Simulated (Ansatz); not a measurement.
**Lu: response to strain**

Start from Lu in the hcp (Mg type) structure (space group P6_3/mmc, No. 194; a = 3.4432 Å, c = 5.3669 Å; relaxed with 0.1 eV smearing). Axes: x lies along a and z along c of the hexagonal cell.

Strains are applied to the cell and any free atomic positions relax; under biaxial strain the out-of-plane vector relaxes too.

Computed with PBEsol, PAW, 420 eV (Ansatz, a program for electronic structure; without spin-orbit coupling).

Candidates:
(a) biaxial strain −3.00 %, plane normal [001], relaxed out of plane
(b) biaxial strain +3.00 %, plane normal [001], relaxed out of plane
(c) biaxial strain +2.00 %, plane normal [001], relaxed out of plane

Problem. Order them by out-of-plane strain, highest first.

Solution. (a) biaxial strain −3.00 %, plane normal [001], relaxed out of plane (+1.60 %), (c) biaxial strain +2.00 %, plane normal [001], relaxed out of plane (-0.89 %), (b) biaxial strain +3.00 %, plane normal [001], relaxed out of plane (-1.31 %)

No phonon test of stability was made.
